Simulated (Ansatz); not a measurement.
Consider GeS2 in the 2H-MoS2 type structure (space group P6_3/mmc, No. 194; a = 3.382 Å, c = 10.391 Å; a hypothetical phase, not in the database extracts checked; layered, stacked along the Cartesian z axis).

Perturbation: full substitution S → Cl; the structure is relaxed again.

Levels (all Ansatz, a first-principles code, PAW, earlier PAW set): PBEsol-D3(BJ) (420 eV, no SOC); PBEsol+SOC (420 eV, noncollinear with spin-orbit coupling).

The geometry is relaxed with PBEsol-D3(BJ).

| Item | Result |
|---|---|
| PBEsol-D3(BJ) smallest direct gap | 2.55 eV |
| PBEsol-D3(BJ) band gap | 2.24 eV |
| PBEsol-D3(BJ) electron mass | 0.79 mₑ (at K) |

With PBEsol+SOC at the same geometry, the smallest direct gap falls by 0.01 eV, from 2.55 eV to 2.54 eV; the band gap hardly moves (2.24 eV against 2.23 eV); the electron mass remains 0.79 mₑ (at K).

Single points use the geometry relaxed with PBEsol-D3(BJ). Differences between runs with and without spin-orbit coupling are approximate. Effective masses come from finite differences of ±0.01 Å⁻¹. Whether these cells are dynamically stable was not tested. As relaxed here, GeCl2 is a hypothetical phase, not in the database extracts checked. The runs without spin-orbit coupling are not spin-polarised.
